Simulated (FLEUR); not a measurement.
FLEUR run on HgS (F-43m, 2 atoms in the cell): self-consistent single point.

Level of theory: LDA (Perdew-Zunger), all-electron FLAPW (FLEUR), scalar-relativistic valence run with FLEUR.

```yaml
crystal:
  lattice:
    - [0.00000, 2.92363, 2.92363]
    - [2.92363, 0.00000, 2.92363]
    - [2.92363, 2.92363, 0.00000]
  atoms:
    - { symbol: Hg, position: [0.00000, 0.00000, 0.00000] }
    - { symbol: S, position: [0.25000, 0.25000, 0.25000] }
```

Reference input (self-consistent single point, DFT, PBE, all-electron FLAPW (FLEUR), scalar-relativistic valence): Kmax = 4.5 1/bohr; GmaxXC = 22.5 1/bohr; xcFunctional = pbe; jspins = 1; l_soc = F; mode = hist; fermiSmearingEnergy = 0.00183747 Htr; mesh (inpgen div1-3) = 13 13 13; inpgen gamma flag = false; Gmax = 22.5 1/bohr; numbands = 0; maxIterBroyd = 40. This run's input differs from it in these lines:

```diff
@@ -14,2 +14,3 @@
 &comp jspins=1 /
+&exco xctyp='pz' /
 &kpt div1=13 div2=13 div3=13 /
@@ -26,3 +27,3 @@
       <coreElectrons ctail="T" frcor="F" kcrel="0" coretail_lmax="0"/>
-      <xcFunctional name="pbe" relativisticCorrections="F"/>
+      <xcFunctional name="pz" relativisticCorrections="F"/>
       <magnetism jspins="1"/>
```

Log, with long lists cut:

```
 Iteration:     1   Distance:      10.14544604 me/bohr^3
 Iteration:     2   Distance:       9.23174625 me/bohr^3
 Iteration:     3   Distance:       5.04292412 me/bohr^3
 Iteration:     4   Distance:       1.47540061 me/bohr^3
 Iteration:     5   Distance:       1.00279043 me/bohr^3
   [... 5 lines left out ...]
 Iteration:    11   Distance:       0.00069209 me/bohr^3
 Iteration:    12   Distance:       0.00008970 me/bohr^3
 Iteration:    13   Distance:       0.00004928 me/bohr^3
 Iteration:    14   Distance:       0.00000345 me/bohr^3
 Run finished successfully
 Stop message:
   Structural relaxation: Done

[file out, last iteration]
             iter=     15
[...]
          total density-effective poten   -3.5401969273E+04
          total charge density-energy d   -3.8730414955E+02
 Updated energy parameters for spin:           1
[...]
 fermi energy and band-weighting factors:

[...]
FERMIE:
          first approx. to ef    (T=0)  :   0.205605 htr   (energy of the highest occ. eigenvalue)
          number of occ. states  (T=0)  :       1820
          first approx. to seigv (T=0)  : -20.792169 htr
          sum of weights of occ. states :  13.000000
          sum of semicore charge        :   0.000000 e
FERHIS:  Fermi-Energy by histogram:
          bandgap                     :   0.000000 htr
   [... lines left out ...]
          charge neutrality (T=0)     :   0.000000    (zero if the highest occ. eigenvalue is "entirely" occupied)
     EF_NEWTON:  Adjust Fermi-Energy by Newton-Method.
 Direct bandgap for spin            1 :    1.5708945591818041E-002  Htr
 ---->    free energy=                    -20049.0935162848 htr
   [... lines left out ...]
      extrapolation for T->0
 ---->    total electron energy=          -20049.0935119943 htr
 ***** TOTAL FORCES ON ATOMS *****
 TOTAL FORCE FOR ATOM TYPE=  1  X=  0.000   Y=  0.000   Z=  0.000
                       FX_TOT= 0.000000 FY_TOT= 0.000000 FZ_TOT= 0.000000
 TOTAL FORCE FOR ATOM TYPE=  2  X=  2.762   Y=  2.762   Z=  2.762
                       FX_TOT= 0.000000 FY_TOT= 0.000000 FZ_TOT= 0.000000
 Structural relaxation: Done
```

The run converged in 14 iterations. FLEUR gives forces in its relaxation mode, with a further iteration, so its stop message speaks of a relaxation. 

The starting cell comes from a database of computed structures (which also holds hypothetical and non-ambient phases and stackings), without a prior relaxation at this level. Its lattice was rescaled by a random factor within 2.5 % of one. Spin-orbit coupling is off. Values depend on the basis (sphere radii, cutoffs, local orbitals), which need not be converged. No gap is read from this output. The log's line on a gap gives a spacing of levels on this mesh, which the program prints for metals too.

Cost on one core of a shared machine: roughly 6 min.
